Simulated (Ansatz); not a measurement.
## Pressure series in hypothetical zinc blende BaS

Base system: BaS in the zinc blende structure (space group F-43m, No. 216; a = 7.038 Å; a hypothetical phase, not in the database extracts checked).

Cell and atoms are relaxed at each pressure.

Method: r2SCAN/PAW in Ansatz (a program for electronic structure), scalar-relativistic without spin-orbit coupling.

Two rows of this table had their results exchanged by mistake.

| pressure | volume per atom (Å³) | shortest distance (Å) | band gap |
|---|---|---|---|
| pressure −2 GPa | 47.25 | 3.131 | 2.95 eV |
| pressure −1 GPa | 34.86 | 2.829 | 3.30 eV |
| pressure 0.3 GPa | 43.14 | 3.037 | 3.08 eV |
| pressure 0.7 GPa | 42.58 | 3.024 | 3.10 eV |
| pressure 1.5 GPa | 41.58 | 3.000 | 3.13 eV |
| pressure 3 GPa | 39.94 | 2.960 | 3.18 eV |
| pressure 5 GPa | 38.16 | 2.916 | 3.23 eV |
| pressure 7.5 GPa | 36.35 | 2.869 | 3.28 eV |
| pressure 10 GPa | 45.23 | 3.086 | 3.01 eV |

Task: Which two?

Result: The rows for pressure −1 GPa and pressure 10 GPa: the volume has to fall steadily with pressure, so 45.23 Å³ belongs to pressure −1 GPa and 34.86 Å³ to pressure 10 GPa.

Load acts through the strain it causes; cell and atoms are relaxed under it. Stability against distortions was not tested. No other phases were tried under pressure.
